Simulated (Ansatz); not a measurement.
Response to strain in hypothetical CsCl type GaN

The reference is GaN in the CsCl type structure (space group Pm-3m, No. 221; a hypothetical phase, not in the database extracts checked; relaxed with 0.1 eV smearing).

```yaml
crystal:
  lattice:
    - [2.74274, 0.00000, 0.00000]
    - [0.00000, 2.74274, 0.00000]
    - [0.00000, 0.00000, 2.74274]
  atoms:
    - { symbol: Ga, position: [0.00000, 0.00000, 0.00000] }
    - { symbol: N, position: [0.50000, 0.50000, 0.50000] }
```

Cartesian axes are those of the cell as printed.

Strains are applied to the cell and any free atomic positions relax; under biaxial strain the out-of-plane vector relaxes too; under stress the whole cell relaxes.

Levels (all Ansatz, a quantum-chemistry and plane-wave program, PAW): PBE (420 eV, no spin-orbit coupling); PBEsol (420 eV, no spin-orbit coupling).

The base cell above is that of PBE; each level relaxes its own structures.

Notes on the quantities. energy relative to the base: free energy F.

| case | energy relative to the base, PBE | energy relative to the base, PBEsol |
|---|---|---|
| biaxial strain −1.35 %, plane normal [001], relaxed out of plane | +3.7 meV/atom | +4.0 meV/atom |
| uniaxial strain ε_zz = +2.39 % | +4.6 meV/atom | +5.0 meV/atom |
| uniaxial strain ε_zz = +2.71 % | +6.0 meV/atom | ___ |
| uniaxial strain ε_zz = +4.02 % | +13 meV/atom | +14 meV/atom |
| uniaxial stress, 0.5 GPa compression along z | 0.0 meV/atom | ___ |

Problem. Some entries are withheld; estimate them.

Solution. 
- uniaxial strain ε_zz = +2.71 %, energy relative to the base, PBEsol: +6.5 meV/atom
- uniaxial stress, 0.5 GPa compression along z, energy relative to the base, PBEsol: 0.0 meV/atom

The two levels differ by at most about 1.1 meV/atom. They put the cases in the same order.

Beyond what the load breaks, stability against distortions was not tested. All final runs are without spin polarisation.
